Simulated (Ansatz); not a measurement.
PbS, point defects

Take a 16-atom supercell of PbS in the rock salt structure (space group Fm-3m, No. 225; a = 5.903 Å) at its relaxed geometry as the base.

One neutral defect a cell, atoms relaxed at fixed cell.

Method: DFT with PBEsol, PAW potentials and a 420 eV plane-wave cutoff in Ansatz (an electronic-structure program), no SOC.

For the base:

The pressure comes out as 0.0 GPa.

### Question
The aim is a pressure between 1.2 GPa and 1.9 GPa. Which of these changes reaches it?
(A) Pb vacancy
(B) S vacancy
(C) Pb on a S site (antisite)
(D) Tl on a Pb site

### Answer
C, Pb on a S site (antisite). It gives 1.5 GPa; Tl on a Pb site gives -0.5 GPa; S vacancy gives -1.4 GPa; Pb vacancy gives -0.9 GPa. Changes not listed may reach it too

The magnetic state is the one reached from the starting moments; the real material's order can differ, and small cells can't hold many antiferromagnetic ones. In so small a cell the defect repeats every few ångströms: this is an ordered compound, not a dilute defect. The mesh was chosen for an insulator and is coarse for the gapless case. Starting moments died away, wholly or in part, for Tl on a Pb site, S vacancy, Pb vacancy and Pb on a S site (antisite); another magnetic solution may exist.
